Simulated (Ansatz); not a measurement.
## Short convergence ladders for V3Pt (Pmm2, 8 atoms in the cell)

```
CELL_PARAMETERS angstrom
      4.77373     0.00000     0.00000
      0.00000     4.77373     0.00000
      0.00000     0.00000     4.77373
ATOMIC_POSITIONS crystal
  V  0.00000 0.75000 0.50000
  V  0.00000 0.25000 0.50000
  V  0.76047 0.50000 0.00000
  V  0.25000 0.50000 0.00000
  V  0.50000 0.00000 0.75000
  V  0.50000 0.00000 0.25000
  Pt 0.00000 0.00000 0.00000
  Pt 0.50000 0.50000 0.50000
```

Base method: PBEsol, default PAW files made with PBE (plane waves; Ansatz, a program for electronic structure).

Base settings: basis.ecutwfc = 420 eV; kpoints.mp_grid.grid = 5 5 5; hamiltonian.xc = pbesol; hamiltonian.pseudopotentials = {kind: paw} (the program's default PAW files); scf.occupations.method = fermi_dirac; scf.occupations.width = 0.1 eV.

The count of work is k-points × plane waves × bands × iterations; it is no time. Core times come from one kind of shared machine, to one figure; runs under 30 s give none.

**The k-point mesh**

The second cell is the first with its lattice scaled by 0.98.

Only quantities that move along the ladder and can be compared are tabulated.

| kpoints.mp_grid.grid | free energy less the last step's (meV/atom) | energy of the compressed cell less the first (meV/atom) | pressure (GPa) | largest difference of a force vector from the last step's (eV/Å) | count of work / last | core time / last (rough) |
|---|---|---|---|---|---|---|
| 1 1 1 | -783.70 | -61.20 | -18.91 | 0.369 | 0.0022 | – |
| 2 2 2 | 41.57 | 23.62 | -2.66 | 0.127 | 0.016 | – |
| 3 3 3 | -11.62 | 22.84 | -2.86 | 0.012 | 0.016 | – |
| 5 5 5 | 3.19 | 25.24 | -2.42 | 0.011 | 0.053 | – |
| 6 6 6 | -0.99 | 24.44 | -2.56 | 0.004 | 0.12 | 0.1 |
| 10 10 10 | 0.02 | 24.62 | -2.53 | 0.001 | 0.42 | 0.6 |
| 11 11 11 | -0.01 | 24.61 | -2.53 | 0.000 | 0.42 | 0.3 |
| 14 14 14 | 0.00 | 24.61 | -2.53 | 0.000 | 1.0 | 1 |

Coarsest kpoints.mp_grid.grid that holds the free energy within 0.5 meV/atom of the last step, with all finer ones: 10 10 10, at 0.42 of the last step's count of work; the step before is off by 0.99 meV/atom.

Coarsest kpoints.mp_grid.grid that holds the energy of the compressed cell less the first within 2 meV/atom of the last step, with all finer ones: 2 2 2, at 0.016 of the last step's count of work; the step before is off by 86 meV/atom.

Coarsest kpoints.mp_grid.grid that holds the pressure within 0.05 GPa of the last step, with all finer ones: 6 6 6, at 0.12 of the last step's count of work and about 0.1 of the last step's time; the step before is off by 0.12 GPa.

The energy difference between the two cells stays within 1 meV/atom of the last step's from 5 5 5 on, the total only from 6 6 6 on: much of the error is common to both cells and cancels.

**The k-point mesh at a smearing width of 0.05 eV**

In this ladder: scf.occupations.width = 0.05 eV.

Only quantities that move along the ladder and can be compared are tabulated.

```tsv
kpoints.mp_grid.grid	free energy less the last step's (meV/atom)	pressure (GPa)	largest difference of a force vector from the last step's (eV/Å)	count of work / last	core time / last (rough)
3 3 3	-14.94	-3.09	0.038	0.013	–
4 4 4	-0.86	-2.89	0.011	0.053	–
5 5 5	3.72	-2.68	0.014	0.053	–
6 6 6	-0.41	-2.78	0.014	0.12	–
8 8 8	-0.36	-2.77	0.004	0.24	0.2
11 11 11	0.06	-2.77	0.001	0.42	0.4
14 14 14	0.00	-2.77	0.000	1.0	1
```

Coarsest kpoints.mp_grid.grid that holds the forces within 0.02 eV/Å of the last step, with all finer ones: 4 4 4, at 0.053 of the last step's count of work; the step before is off by 0.038 eV/Å.

Coarsest kpoints.mp_grid.grid that holds the pressure within 0.1 GPa of the last step, with all finer ones: 5 5 5, at 0.053 of the last step's count of work; the step before is off by 0.12 GPa.

Coarsest kpoints.mp_grid.grid that holds the free energy within 2 meV/atom of the last step, with all finer ones: 6 6 6, at 0.12 of the last step's count of work; the step before is off by 3.7 meV/atom.

**The width of Gaussian smearing**

In this ladder: kpoints.mp_grid.grid = 8 8 8; scf.occupations.method = gaussian.

Narrow widths need finer meshes than wide ones, so the last steps can hold mesh noise.

Only quantities that move along the ladder and can be compared are tabulated; pressure and forces are left out, as mesh noise rules them at narrow widths.

```tsv
scf.occupations.width	free energy less the last step's (meV/atom)	energy extrapolated to zero width less the last step's (meV/atom)
1 eV	-279.69	-3.60
0.5 eV	-72.86	-6.97
0.3 eV	-26.70	-2.98
0.1 eV	0.00	0.00
```

Widest scf.occupations.width that holds the energy extrapolated to zero width within 2 meV/atom: not settled: the last two steps still differ by 3.0 meV/atom, over half the tolerance, so the ladder does not show it.

Widest scf.occupations.width that holds the free energy within 5 meV/atom: not settled: the last two steps still differ by 27 meV/atom, over half the tolerance, so the ladder does not show it.

The extrapolation to zero width removes most of the smearing's effect on the energy.

On the base run: the starting cell comes from a database of computed structures (which also holds hypothetical and non-ambient phases and stackings), without a prior relaxation at this level. Its lattice was rescaled by up to half a per cent. One atom was moved a little off its site on purpose. Spin polarisation is off. Ansatz's pressure includes its estimate of the finite-basis (Pulay) stress.

Left out of this page: 2 runs of the series outside the window shown, repeating another row's setting, or not comparable.

Keys are those of Ansatz 0.2.
